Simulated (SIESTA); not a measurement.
A self-consistent single point of Mg6NbSn (Amm2, 8 atoms in the cell) with SIESTA.

Level of theory: GGA PBEsol, numerical atomic orbitals TZP, PseudoDojo PBEsol standard norm-conserving potentials (rewritten from UPF to PSML) in SIESTA.

```yaml
crystal:
  lattice:
    - [4.98900, 0.00000, 0.00000]
    - [0.00000, 3.17589, 5.40853]
    - [0.00000, -3.17589, 5.40853]
  atoms:
    - { symbol: Mg, position: [0.00000, 0.33985, 0.82919] }
    - { symbol: Mg, position: [0.00000, 0.82919, 0.33985] }
    - { symbol: Mg, position: [0.00000, 0.33355, 0.33355] }
    - { symbol: Mg, position: [0.50000, 0.17255, 0.66479] }
    - { symbol: Mg, position: [0.50000, 0.66479, 0.17255] }
    - { symbol: Mg, position: [0.50000, 0.16571, 0.16571] }
    - { symbol: Nb, position: [0.50000, 0.66746, 0.66746], spin: 1.0 }
    - { symbol: Sn, position: [0.00000, 0.82691, 0.82691] }
```
(The spins are starting values, not results.)

Reference input (self-consistent single point, DFT, GGA PBEsol, numerical atomic orbitals TZP, PseudoDojo PBEsol standard norm-conserving potentials (rewritten from UPF to PSML)): XC.functional = GGA; XC.authors = PBEsol; potentials = PseudoDojo PBEsol standard; PAO.BasisSize = TZP; PAO.EnergyShift = 0.01 Ry; MeshCutoff = 300 Ry; kgrid.MonkhorstPack = 6 5 5; OccupationFunction = FD; ElectronicTemperature = 100 meV; Spin = polarized; DM.InitSpin = [1 +0.00, 2 +0.00, 3 +0.00, 4 +0.00, 5 +0.00, 6 +0.00, 7 +1.00, 8 +0.00]; MaxSCFIterations = 150. This run's input differs from it in these lines:

```diff
@@ -57,3 +57,6 @@
 SCF.Mixer.History            6
-SCF.DM.Tolerance             1.0E-05
+SCF.DM.Converge              false
+SCF.H.Converge               false
+SCF.FreeE.Converge           true
+SCF.FreeE.Tolerance          1.0E-01 eV
 Diag.ParallelOverK           true
```

Log, with long lists cut:

```
        iscf     Eharris(eV)        E_KS(eV)     FreeEng(eV)     dDmax    Ef(eV) dHmax(eV)
   scf:    1   -13468.106498   -13500.984169   -13501.127541  0.710577 -2.808022 16.981245
     spin moment: {S} , |S| = {        0.0        0.0    0.45724 }     0.45724
   scf:    2   -13511.588759   -13508.111530   -13508.276665  0.157784 -3.140097  6.184670
     spin moment: {S} , |S| = {        0.0        0.0    0.63794 }     0.63794
   scf:    3   -13509.033657   -13508.916306   -13509.088074  0.048103 -3.291022  3.898219
     spin moment: {S} , |S| = {        0.0        0.0    0.65984 }     0.65984
   [... lines left out ...]
     spin moment: {S} , |S| = {        0.0        0.0    0.58834 }     0.58834
   scf:    7   -13509.095601   -13509.229880   -13509.418374  0.008056 -3.452359  2.468798
     spin moment: {S} , |S| = {        0.0        0.0    0.58499 }     0.58499
   scf:    8   -13509.499011   -13509.441854   -13509.628247  0.018381 -3.389688  0.253486
     spin moment: {S} , |S| = {        0.0        0.0    0.56559 }     0.56559
   scf:    9   -13509.443776   -13509.442879   -13509.629185  0.000639 -3.387809  0.186444
     spin moment: {S} , |S| = {        0.0        0.0    0.56328 }     0.56328
SCF Convergence by FreeE criterion
|FreeE_i-FreeE_(i-1)| (eV) <     0.10000000
max |DM_out - DM_in|         :     0.0006389454
max |H_out - H_in|      (eV) :     0.1864437986
SCF cycle converged after 9 iterations

Using DM_out to compute the final energy and forces

siesta: E_KS(eV) =           -13509.4429

siesta: E_KS - E_eggbox =    -13509.4429

siesta: Atomic forces (eV/Ang):
     1    0.000000   -0.037596    0.002391
     2    0.000000    0.037596    0.002391
     3    0.000000   -0.000000   -0.016735
     4    0.000000   -0.027510   -0.014353
     5    0.000000    0.027510   -0.014353
     6   -0.000000    0.000000    0.029487
     7    0.000000   -0.000000    0.094111
     8   -0.000000   -0.000000   -0.155561
   Tot    0.000000    0.000000   -0.072624
   Max    0.155561
   Res    0.040296    sqrt( Sum f_i^2 / 3N )
   [... lines left out ...]
siesta: FreeEng =    -13509.629185
siesta: Cell volume =        171.390960 Ang**3
siesta:          -4.24685545         -3.55004749  kBar
   [... lines left out ...]
     1     0.126875    9.873125    0.000798  Mg
     2     0.126875    9.873125    0.000798  Mg
     3     0.062197    9.937803   -0.000542  Mg
     4     0.077656    9.922344   -0.011994  Mg
     5     0.077656    9.922344   -0.011994  Mg
     6    -0.190776   10.190776   -0.021385  Mg
     7     0.374217   12.625783    0.595876  Nb
     8    -0.654699   14.654699    0.011720  Sn
 Total     0.000000                0.563276
```

The run converged in 9 iterations. Against the reference run the free energy hardly moves (within 1 meV/atom), the pressure hardly changes (-0.49 to -0.42 GPa), the largest force goes from 0.186 to 0.156 eV/Å and the size of the net moment goes from 0.00 to 0.07 μB/atom.

The starting cell comes from a database of computed structures (which also holds hypothetical and non-ambient phases and stackings), without a prior relaxation at this level. With one magnetic atom in the cell only a parallel order is possible. Values carry the incompleteness of an atom-centred basis.

Cost on one core of a shared machine: roughly 2 min.
